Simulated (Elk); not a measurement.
# A self-consistent single point of GaBi (Fm-3m, 2 atoms in the cell) with Elk

Level of theory: PBE, all-electron FP-LAPW, Elk's shipped species files, APW+lo basis with extra local orbitals in Elk.

The input file:

```
tasks
  0

xctype
  20

rgkmax
  7.5

gmaxvr
  16.0

nxlo
  2

lorbcnd
  .true.

rmtscf
  0.98

lmaxi
  3

stype
  3

swidth
  0.00367493

avec
    0.0000000000    5.4422525019    5.4422525019
    5.4422525019    0.0000000000    5.4422525019
    5.4422525019    5.4422525019    0.0000000000

atoms
  2   : nspecies
  'Bi.in'   : spfname
  1   : natoms; atposl, bfcmt below
  0.0000000000  0.0000000000  0.0000000000    0.0 0.0 0.0
  'Ga.in'   : spfname
  1   : natoms; atposl, bfcmt below
  0.5000000000  0.5000000000  0.5000000000    0.0 0.0 0.0

ngridk
  9 9 9
```

Log, with long lists cut:

```
│ Elk code version 10.2.4 │

All units are atomic (Hartree, Bohr, etc.)

│ Ground-state run starting from atomic densities │

Lattice vectors :
   0.000000000       5.442252502       5.442252502
   5.442252502       0.000000000       5.442252502
   5.442252502       5.442252502       0.000000000

Unit cell volume      :    322.3784915
Brillouin zone volume :   0.7694378502

Muffin-tin inner radius fraction :   0.1000000000E-01

Nuclei treated as point charges

Species :    1 (Bi)
 parameters loaded from : Bi.in
 name : bismuth
 nuclear charge    :   -83.00000000
 electronic charge :    83.00000000
 atomic mass :    380947.9282
 muffin-tin radius :    2.744000000
 number of radial points in muffin-tin :    697
 atomic positions (lattice), magnetic fields (Cartesian) :
   1 :   0.00000000  0.00000000  0.00000000    0.00000000  0.00000000  0.00000000

Species :    2 (Ga)
 parameters loaded from : Ga.in
 name : gallium
 nuclear charge    :   -31.00000000
 electronic charge :    31.00000000
 atomic mass :    127097.2538
 muffin-tin radius :    2.352000000
 number of radial points in muffin-tin :    497
 atomic positions (lattice), magnetic fields (Cartesian) :
   1 :   0.50000000  0.50000000  0.50000000    0.00000000  0.00000000  0.00000000

Total number of atoms per unit cell :    2

Spin treatment :
 spin-unpolarised

Number of Bravais lattice symmetries :   48
Number of crystal symmetries         :   48
Crystal has inversion symmetry
Real symmetric eigensolver will be used

k-point grid :      9     9     9
k-point offset :    0.000000000       0.000000000       0.000000000
k-point set is reduced with full crystal symmetry group
Total number of k-points :       35

Muffin-tin radius times maximum |G+k| :    7.500000000
 using average radius
Maximum |G+k| for APW functions       :    2.943485086
Maximum (1/2)|G+k|²                   :    4.332052227
Maximum |G| for potential and density :    16.00000000
 potential will be trimmed for |G| > 2 gkmax
Constant for pseudocharge density :   11
Radial integration step length :    4

G-vector grid sizes :     40    40    40
Number of G-vectors :    22227

Maximum angular momentum used for
 APW functions                      :    8
 outer part of muffin-tin           :    6
 inner part of muffin-tin           :    3

Total nuclear charge    :   -114.0000000
Total core charge       :    86.00000000
Total valence charge    :    28.00000000
Total excess charge     :    0.000000000
Total electronic charge :    114.0000000

Effective Wigner radius, rₛ :   0.8772516614

Number of empty states         :    8
Total number of valence states :   22
Total number of core states    :   86

Conduction state local-orbitals added automatically
Total number of local-orbitals :  159

Exchange-correlation functional :     20     0     0
 Perdew-Burke-Ernzerhof, Phys. Rev. Lett. 77, 3865 (1996)
 gradient requirement :    1
 generalised gradient approximation (GGA)

Smearing type :    3
 Fermi-Dirac
Smearing width :   0.3674930000E-02
Effective electronic temperature (K) :    1160.451112

Mixing type :    3
 Broyden mixing, J. Phys. A: Math. Gen. 17, L317 (1984)

Kohn-Sham potential initialised from atomic data

│ Self-consistent loop started │
│ Loop number : 1 │
 total energy                :     -23534.5698036
│ Loop number : 2 │
 total energy                :     -23534.5765355
RMS change in Kohn-Sham potential (target) :   0.1490741352     (  0.1000000000E-05)
Absolute change in total energy (target)   :   0.6731963967E-02 (  0.1000000000E-03)
│ Loop number : 3 │
 total energy                :     -23533.9151063
RMS change in Kohn-Sham potential (target) :   0.1371936889     (  0.1000000000E-05)
Absolute change in total energy (target)   :   0.6597462511     (  0.1000000000E-03)
│ Loop number : 4 │
 total energy                :     -23529.8576157
RMS change in Kohn-Sham potential (target) :   0.6656392630E-01 (  0.1000000000E-05)
Absolute change in total energy (target)   :    4.222427145     (  0.1000000000E-03)
│ Loop number : 5 │
 total energy                :     -23527.1762524
RMS change in Kohn-Sham potential (target) :   0.2105890332E-01 (  0.1000000000E-05)
Absolute change in total energy (target)   :    3.736970031     (  0.1000000000E-03)
│ Loop number : 6 │
 total energy                :     -23526.2356896
RMS change in Kohn-Sham potential (target) :   0.5009117507E-02 (  0.1000000000E-05)
Absolute change in total energy (target)   :    1.874805399     (  0.1000000000E-03)
│ Loop number : 7 │
 total energy                :     -23525.9267396
RMS change in Kohn-Sham potential (target) :   0.2082759023E-03 (  0.1000000000E-05)
Absolute change in total energy (target)   :   0.7776513399     (  0.1000000000E-03)
│ Loop number : 8 │
 total energy                :     -23525.9086678
RMS change in Kohn-Sham potential (target) :   0.1246420384E-03 (  0.1000000000E-05)
Absolute change in total energy (target)   :   0.2124845608     (  0.1000000000E-03)
│ Loop number : 9 │
 total energy                :     -23525.8899135
RMS change in Kohn-Sham potential (target) :   0.5069369927E-04 (  0.1000000000E-05)
Absolute change in total energy (target)   :   0.7187546417E-01 (  0.1000000000E-03)
│ Loop number : 10 │
 total energy                :     -23525.8819970
RMS change in Kohn-Sham potential (target) :   0.1082073421E-04 (  0.1000000000E-05)
Absolute change in total energy (target)   :   0.2588541393E-01 (  0.1000000000E-03)
│ Loop number : 11 │
 total energy                :     -23525.8810549
RMS change in Kohn-Sham potential (target) :   0.1910646783E-05 (  0.1000000000E-05)
Absolute change in total energy (target)   :   0.7413427094E-02 (  0.1000000000E-03)
│ Loop number : 12 │
 total energy                :     -23525.8812085
RMS change in Kohn-Sham potential (target) :   0.1088726200E-05 (  0.1000000000E-05)
Absolute change in total energy (target)   :   0.1699744054E-02 (  0.1000000000E-03)
│ Loop number : 13 │
 total energy                :     -23525.8811391
RMS change in Kohn-Sham potential (target) :   0.2626380249E-06 (  0.1000000000E-05)
Absolute change in total energy (target)   :   0.4943532695E-03 (  0.1000000000E-03)
│ Loop number : 14 │
 total energy                :     -23525.8811348
RMS change in Kohn-Sham potential (target) :   0.1292692290E-06 (  0.1000000000E-05)
Absolute change in total energy (target)   :   0.1279046810E-03 (  0.1000000000E-03)
│ Loop number : 15 │
 total energy                :     -23525.8811222
RMS change in Kohn-Sham potential (target) :   0.1499696817E-07 (  0.1000000000E-05)
Absolute change in total energy (target)   :   0.4458313560E-04 (  0.1000000000E-03)
Convergence targets achieved

│ Loop number : 16 │

Energies :
 Fermi                       :     0.263914776632
 sum of eigenvalues          :     -14486.1612621
 electron kinetic            :      27228.7761090
 core electron kinetic       :      26945.8644245
 Coulomb                     :     -50279.9856189
 Coulomb potential           :     -41094.5015069
 nuclear-nuclear             :     -1593.30617220
 electron-nuclear            :     -56278.8573865
 Hartree                     :      7592.17793980
 Madelung                    :     -29732.7348654
 xc potential                :     -620.435864200
 exchange                    :     -468.084910157
 correlation                 :     -6.58565883412
 electron entropic           :    -0.104290837115E-02
 total energy                :     -23525.8811218

Density of states at Fermi energy :    22.37384389
 (states/Hartree/unit cell)

Estimated indirect band gap :   0.8115134043E-02
 from k-point     23 to k-point     26
Estimated direct band gap   :   0.3670040476E-01
 at k-point     18

Charges :
 core                        :    86.00000000
 valence                     :    28.00000000
 interstitial                :    3.259114790
 muffin-tins (core leakage)
  species :    1 (Bi)
   atom    1                 :    81.18795333     (  0.9088893719E-03)
  species :    2 (Ga)
   atom    1                 :    29.55293188     (  0.9754110064E-03)
 total in muffin-tins        :    110.7408852
 total calculated charge     :    113.9925729
 total charge                :    114.0000000
 error                       :   0.7427074679E-02

│ Self-consistent loop stopped │
```

The run converged in 16 iterations. The count includes the last loop, which Elk runs after its targets are met.

The starting cell was generated: these elements placed on a structure prototype, without a prior relaxation; it need not be a known phase or ordering of this composition. Spin-orbit coupling is off. Values depend on the basis (sphere radii, cutoffs, local orbitals), which need not be converged. The log's line on a gap gives a spacing of levels on this mesh, which the program prints for metals too.
